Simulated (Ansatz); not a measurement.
System: interstitial H in bixbyite In2O3 (charge state -1). Level of theory: PBE, PAW (plane waves to 420 eV; Ansatz, a first-principles code).

80-site cell at the relaxed PBE lattice, one k-point at (0.250, 0.250, 0.250), smearing 0.01 eV, spin-restricted, no finite-size correction. Energies are static. The charge state is imposed; whether it is stable for some Fermi level was not computed. Sites that were not tried may lie lower.

Barriers: single points on a 2×2×2 k-point mesh shifted by half a step at the bands' geometries.

The step: one H atom jumps by itself. Atoms about the jump, Cartesian Å from the middle of the jump, before and after:

```json
[
 {"atom": "H1", "x0": "-0.79", "y0": "-0.51", "z0": "-0.37", "x1": "0.79", "y1": "0.51", "z1": "0.37"},
 {"atom": "O2", "x0": "-0.17", "y0": "-0.12", "z0": "0.32", "x1": "-0.02", "y1": "-0.04", "z1": "0.25"},
 {"atom": "O3", "x0": "2.73", "y0": "0.14", "z0": "1.03", "x1": "2.69", "y1": "0.14", "z1": "1.02"},
 {"atom": "In4", "x0": "1.69", "y0": "-1.38", "z0": "-0.24", "x1": "1.72", "y1": "-1.49", "z1": "-0.30"},
 {"atom": "In5", "x0": "1.34", "y0": "1.35", "z0": "2.11", "x1": "1.39", "y1": "1.37", "z1": "2.25"},
 {"atom": "In6", "x0": "-1.00", "y0": "1.78", "z0": "-0.59", "x1": "-1.06", "y1": "1.69", "z1": "-0.62"},
 {"atom": "O7", "x0": "0.50", "y0": "2.78", "z0": "0.68", "x1": "0.50", "y1": "2.72", "z1": "0.71"},
 {"atom": "In8", "x0": "-0.96", "y0": "-1.36", "z0": "2.10", "x1": "-0.94", "y1": "-1.33", "z1": "2.04"},
 {"atom": "O9", "x0": "2.75", "y0": "-0.31", "z0": "-1.77", "x1": "2.74", "y1": "-0.33", "z1": "-1.77"},
 {"atom": "O10", "x0": "0.42", "y0": "-2.73", "z0": "1.05", "x1": "0.43", "y1": "-2.73", "z1": "1.03"},
 {"atom": "O11", "x0": "0.49", "y0": "-0.28", "z0": "3.31", "x1": "0.49", "y1": "-0.28", "z1": "3.33"},
 {"atom": "O12", "x0": "0.47", "y0": "-2.28", "z0": "-1.76", "x1": "0.47", "y1": "-2.33", "z1": "-1.80"},
 {"atom": "O13", "x0": "0.40", "y0": "2.44", "z0": "-2.15", "x1": "0.38", "y1": "2.42", "z1": "-2.13"},
 {"atom": "O14", "x0": "-1.91", "y0": "0.07", "z0": "-1.64", "x1": "-1.99", "y1": "0.08", "z1": "-1.71"},
 {"atom": "In15", "x0": "4.17", "y0": "0.95", "z0": "-0.55", "x1": "4.16", "y1": "0.94", "z1": "-0.54"},
 {"atom": "In16", "x0": "1.95", "y0": "1.28", "z0": "-3.13", "x1": "1.94", "y1": "1.28", "z1": "-3.12"},
 {"atom": "O17", "x0": "3.19", "y0": "2.49", "z0": "-1.68", "x1": "3.18", "y1": "2.49", "z1": "-1.67"},
 {"atom": "O18", "x0": "3.23", "y0": "-2.67", "z0": "0.60", "x1": "3.25", "y1": "-2.69", "z1": "0.61"},
 {"atom": "O19", "x0": "-2.32", "y0": "2.43", "z0": "1.04", "x1": "-2.31", "y1": "2.42", "z1": "1.03"},
 {"atom": "In20", "x0": "1.63", "y0": "3.85", "z0": "-0.89", "x1": "1.60", "y1": "3.83", "z1": "-0.86"},
 {"atom": "O21", "x0": "-2.39", "y0": "-2.27", "z0": "0.68", "x1": "-2.38", "y1": "-2.25", "z1": "0.66"}
]
```

Problem. Give the saddle-point geometry and the barrier.

Solution. 
```csv
atom,x,y,z
H1,0.74,0.18,0.27
O2,-0.19,0.17,0.58
O3,2.63,0.10,0.96
In4,1.84,-1.59,-0.34
In5,1.28,1.36,2.13
In6,-1.06,1.75,-0.61
O7,0.47,2.85,0.68
In8,-0.94,-1.35,2.07
O9,2.75,-0.33,-1.79
O10,0.46,-2.68,1.01
O11,0.47,-0.28,3.36
O12,0.47,-2.29,-1.79
O13,0.37,2.43,-2.14
O14,-1.97,0.11,-1.69
In15,4.15,0.94,-0.55
In16,1.93,1.29,-3.13
O17,3.17,2.49,-1.69
O18,3.31,-2.73,0.64
O19,-2.35,2.45,1.04
In20,1.60,3.86,-0.88
O21,-2.39,-2.25,0.68
```
It lies 0.70 eV above the start and 0.079 eV above the end. The saddle point's order was not checked.
